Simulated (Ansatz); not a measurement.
PBE against r2SCAN: TiAl, pressure −1 GPa

The reference is TiAl (space group P4/mmm, No. 123; a = 2.8241 Å, c = 4.0706 Å).

(Cell as relaxed with PBE.)

Levels (all Ansatz, a first-principles code, PAW, earlier PAW set): PBE (420 eV, no SOC); r2SCAN (500 eV, spin-orbit coupling left out).

Each level relaxes its own structure.

```json
[
 {"base": "volume per atom", "PBE": "16.23 Å³", "r2SCAN": "16.06 Å³"},
 {"base": "lattice parameter a", "PBE": "2.824 Å", "r2SCAN": "2.813 Å"},
 {"base": "band gap", "PBE": "zero", "r2SCAN": "zero"}
]
```

Perturbation: a negative pressure, −1 GPa.

| quantity | PBE | r2SCAN |
|---|---|---|
| shortest interatomic distance | 2.832 Å | ? |
| c/a ratio | 1.442 | ? |

**Question.** Given the PBE results, estimate those of r2SCAN.

**Answer.** 
- shortest interatomic distance, r2SCAN: 2.821 Å
- c/a ratio, r2SCAN: 1.443

PBE's shortest interatomic distance lies 0.0117 Å above r2SCAN's (0.4 %). Neither level is exact; r2SCAN is the comparison here, not a measurement.

Load acts through the strain it causes; cell and atoms are relaxed under it. Whether these cells are dynamically stable was not tested. The final runs are not spin-polarised.
